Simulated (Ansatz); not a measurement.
The starting structures come from a database of crystals and need not be the phases stable at ambient conditions.

```
CELL_PARAMETERS angstrom
      5.83844     0.00000     0.00000
     -2.91922     5.56315     0.34408
      2.91922     2.18155     5.12912
ATOMIC_POSITIONS crystal
  Si 0.25000 0.00000 0.00000
  Si 0.75000 0.00000 0.00000
  Se 0.27735 0.65102 0.09631
  Se 0.72265 0.34898 0.90369
  Se 0.77735 0.90369 0.34898
  Se 0.22265 0.09631 0.65102
```

Space group of this cell: Ibam. The cell was relaxed by PBE-D3(BJ).

Transport runs along the normal of the first two printed cell vectors.

The gap is the functional's own, uncorrected, and κ follows it; spin-orbit coupling is left out. Mid-gap values are interpolated between the computed energies.

Predict the band gap and the smallest decay constant κ at mid-gap from PBEsol (Ansatz, a first-principles code).

Gap 1.45 eV on a 8×8×8 mesh; κ = 0.211 1/Å, at the zone centre.
